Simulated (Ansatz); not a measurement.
**A computed series for MoP: response to strain**

Take MoP (space group P-6m2, No. 187; relaxed with 0.1 eV smearing) as the base.

```
CELL_PARAMETERS angstrom
      3.20755     0.00000     0.00000
     -1.60378     2.77782     0.00000
      0.00000     0.00000     3.17271
ATOMIC_POSITIONS crystal
  Mo 0.00000 0.00000 0.00000
  P  0.66667 0.33333 0.50000
```

Cartesian axes are those of the cell as printed.

Strains are applied to the cell and any free atomic positions relax; under biaxial strain the out-of-plane vector relaxes too; under stress the whole cell relaxes.

Calculations: Kohn–Sham DFT with the PBEsol functional, run in Ansatz (a program for electronic structure) with PAW and 420 eV plane waves, scalar-relativistic without spin-orbit coupling.

Notes on the quantities. pressure: mean of the normal stresses, compression positive.

```tsv
change	pressure	volume per atom
base	0.0 GPa	14.13 Å³
biaxial strain −1.35 %, plane normal [001], relaxed out of plane	___	___
biaxial strain −0.61 %, plane normal [001], relaxed out of plane	1.6 GPa	14.02 Å³
isotropic strain −2.19 %	18.6 GPa	13.23 Å³
isotropic strain +1.00 %	-6.8 GPa	14.56 Å³
isotropic strain +1.02 %	-6.9 GPa	14.57 Å³
uniaxial strain ε_xx = −0.98 %	2.2 GPa	14.00 Å³
uniaxial strain ε_yy = +1.15 %	-2.5 GPa	14.30 Å³
tensor shear ε_xz = +0.57 %	0.0 GPa	14.13 Å³
uniaxial stress, 5 GPa compression along x	–	14.02 Å³
```

### Question
Complete the table.

### Answer

- biaxial strain −1.35 %, plane normal [001], relaxed out of plane, pressure: 3.6 GPa
- biaxial strain −1.35 %, plane normal [001], relaxed out of plane, volume per atom: 13.88 Å³

Stability under load was not tested beyond the relaxation. The final runs are not spin-polarised. An odd electron count without spin: MoP.
